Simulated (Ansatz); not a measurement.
System: interstitial H in beta Ga2O3 with all lengths changed by +1 % (charge state +1). These are PBE, PAW (plane waves to 420 eV; Ansatz, a quantum-chemistry and plane-wave program) values and carry that method's errors.

120-site cell at the strained lattice (strain from the relaxed PBE one, atoms relaxed), the Γ point alone, smearing 0.01 eV, spin-restricted, no finite-size correction. Static, classical nuclei. The charge state is imposed; whether it is stable for some Fermi level was not computed. Sites that were not tried may lie lower.

Barriers: single points on a 2×2×2 k-point mesh shifted by half a step at the bands' geometries.

The step: several atoms move together, H the farthest. Atoms about the jump, Cartesian Å from the middle of the jump, before and after:

| atom | x0 | y0 | z0 | x1 | y1 | z1 |
|---|---|---|---|---|---|---|
| H1 | 0.29 | 0.00 | -1.23 | -0.29 | 0.00 | 1.23 |
| O2 | 0.12 | 0.00 | -0.18 | 0.04 | 0.00 | 0.26 |
| Ga3 | -2.09 | 0.00 | -0.33 | -2.11 | 0.00 | -0.40 |
| Ga4 | 1.10 | 1.63 | 0.33 | 1.13 | 1.64 | 0.32 |
| Ga5 | 1.10 | -1.63 | 0.33 | 1.13 | -1.64 | 0.32 |
| O6 | -2.22 | 1.54 | 0.84 | -2.27 | 1.54 | 0.82 |
| O7 | -2.23 | -1.54 | 0.84 | -2.27 | -1.54 | 0.82 |
| O8 | -1.82 | 1.54 | -1.79 | -1.82 | 1.53 | -1.79 |
| O9 | -1.82 | -1.54 | -1.79 | -1.82 | -1.53 | -1.79 |
| O10 | 0.52 | 0.00 | -2.64 | 0.56 | 0.00 | -2.69 |
| O11 | -0.80 | 0.00 | 2.93 | -0.78 | 0.00 | 2.76 |
| O12 | 0.03 | 3.11 | -0.01 | 0.03 | 3.10 | -0.01 |
| O13 | 0.03 | -3.11 | -0.01 | 0.03 | -3.10 | -0.01 |
| Ga14 | -0.45 | 1.58 | -3.13 | -0.41 | 1.55 | -3.10 |
| Ga15 | -0.45 | -1.58 | -3.13 | -0.41 | -1.55 | -3.10 |
| O16 | 1.46 | 1.55 | 2.13 | 1.50 | 1.56 | 2.14 |
| O17 | 1.46 | -1.55 | 2.13 | 1.50 | -1.56 | 2.14 |
| O18 | 2.42 | 1.56 | -1.03 | 2.41 | 1.55 | -1.03 |
| O19 | 2.42 | -1.56 | -1.03 | 2.41 | -1.55 | -1.03 |
| Ga20 | -1.81 | 1.56 | 2.67 | -1.85 | 1.58 | 2.65 |
| Ga21 | -1.95 | 3.12 | -0.34 | -1.95 | 3.11 | -0.35 |
| Ga22 | -1.81 | -1.56 | 2.67 | -1.85 | -1.58 | 2.65 |
| Ga23 | -1.95 | -3.12 | -0.34 | -1.95 | -3.11 | -0.35 |
| Ga24 | 1.15 | 0.00 | 3.33 | 1.20 | 0.00 | 3.35 |
| O25 | -3.94 | 0.00 | -1.02 | -3.96 | 0.00 | -1.04 |
| Ga26 | 2.62 | 0.00 | -2.50 | 2.56 | 0.00 | -2.49 |

Where do these atoms stand at the saddle point, and how high is it?


```csv
atom,x,y,z
H1,-0.43,0.01,-0.09
O2,0.50,0.01,0.12
Ga3,-2.41,0.00,-0.36
Ga4,1.24,1.72,0.38
Ga5,1.23,-1.71,0.38
O6,-2.22,1.51,0.83
O7,-2.22,-1.50,0.83
O8,-1.86,1.51,-1.77
O9,-1.86,-1.50,-1.77
O10,0.56,0.00,-2.73
O11,-0.78,0.00,2.94
O12,0.04,3.10,0.00
O13,0.04,-3.09,0.00
Ga14,-0.43,1.55,-3.10
Ga15,-0.44,-1.54,-3.10
O16,1.54,1.60,2.18
O17,1.54,-1.59,2.18
O18,2.45,1.61,-1.04
O19,2.45,-1.60,-1.04
Ga20,-1.80,1.55,2.68
Ga21,-1.94,3.11,-0.36
Ga22,-1.80,-1.54,2.68
Ga23,-1.94,-3.10,-0.36
Ga24,1.17,0.00,3.33
O25,-4.12,0.00,-1.05
Ga26,2.55,0.00,-2.51
```
It lies 1.33 eV above the start and 1.15 eV above the end. The saddle point's order was not checked, and it lies on a symmetry element of the cell, where a band can be held.
